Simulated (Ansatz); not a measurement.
```yaml
crystal:
  lattice:
    - [0.00000, -4.76880, -4.36408]
    - [0.00000, 4.76880, -4.36408]
    - [5.50261, 0.00000, 4.36408]
  atoms:
    - { symbol: Ru, position: [0.58276, 0.41798, 0.25073] }
    - { symbol: Re, position: [0.20845, 0.54219, 0.00064] }
    - { symbol: Re, position: [0.70845, 0.04219, 0.00064] }
    - { symbol: Re, position: [0.33281, 0.16655, 0.74936] }
    - { symbol: Ru, position: [0.45702, 0.79224, 0.49927] }
    - { symbol: Ru, position: [0.95702, 0.29224, 0.49927] }
    - { symbol: Ru, position: [0.08276, 0.91798, 0.25073] }
    - { symbol: Re, position: [0.83281, 0.66655, 0.74936] }
    - { symbol: Re, position: [0.54219, 0.20845, 0.50064] }
    - { symbol: Re, position: [0.16655, 0.33281, 0.24936] }
    - { symbol: Re, position: [0.66655, 0.83281, 0.24936] }
    - { symbol: Ru, position: [0.29224, 0.95702, 0.99927] }
    - { symbol: Ru, position: [0.41798, 0.58276, 0.75073] }
    - { symbol: Ru, position: [0.91798, 0.08276, 0.75073] }
    - { symbol: Re, position: [0.04219, 0.70845, 0.50064] }
    - { symbol: Ru, position: [0.79224, 0.45702, 0.99927] }
```

The mixing enthalpy is taken against the end members in the hexagonal close-packed type, relaxed in the same cell and mesh.

Computed with PBE (plane waves to 420 eV, PAW; Ansatz, a quantum-chemistry and plane-wave program). Spin–orbit coupling is left out; the runs are not spin-polarised. Its k-point mesh 6×6×6, Fermi–Dirac width 0.05 eV.

Q: Give the composition and order of this alloy cell, and its volume, bond lengths and mixing enthalpy.

A: A 16-atom cell of (Ru,Re) started in the hexagonal close-packed structure, site fractions Ru 0.500, Re 0.500, short-range order -0.33 among the nearest mixed sites of the first mixed sublattice (0 is random, a negative value favours unlike neighbours), space group Pnma at the end, an ordered arrangement that its symmetry holds.
| Property | Result |
|---|---|
| volume per atom | 14.31 Å³ |
| Re–Ru bonds (within 1.22 times the sum of covalent radii) | 2.725 Å on average, from 2.693 to 2.759 (64) |
| Ru–Ru bonds (within 1.22 times the sum of covalent radii) | 2.729 Å on average, from 2.709 to 2.749 (16) |
| Re–Re bonds (within 1.22 times the sum of covalent radii) | 2.727 Å on average, from 2.697 to 2.756 (16) |
| mixing enthalpy per site of the mixed sublattice | -81 meV |
| departure of the mean lattice parameter from Vegard's line | under 0.15 %, inside the noise of the relaxations |
